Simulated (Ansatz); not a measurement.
The starting structures come from a database of crystals and need not be the phases stable at ambient conditions.

By PBEsol, the system below comes out a metal.

A figure of merit of an interconnect metal is its ballistic conductance per area.

```xyz
2
Lattice="2.7389 0.0000 0.0000 0.0000 5.0460 0.0000 1.3695 -2.5230 2.5745" Properties=species:S:1:pos:R:3 pbc="T T T"
Ge     2.0542     0.0000     2.5745
Ge     1.3695     0.0000     0.0000
```

Space group of this cell: Imma. The cell is strained (lengths across the current scaled by 0.98, ions clamped); by PBEsol its mean pressure is 2.6 GPa.

The current flows along the normal of the first two printed cell vectors. No spin-orbit coupling; the value is a mean over 0.1 eV about the Fermi level.

**Question.** Give the ballistic conductance per area that PBEsol (Ansatz, an electronic-structure program) yields.

**Answer.** 1.1 × 10¹⁵ S/m² for both spins.
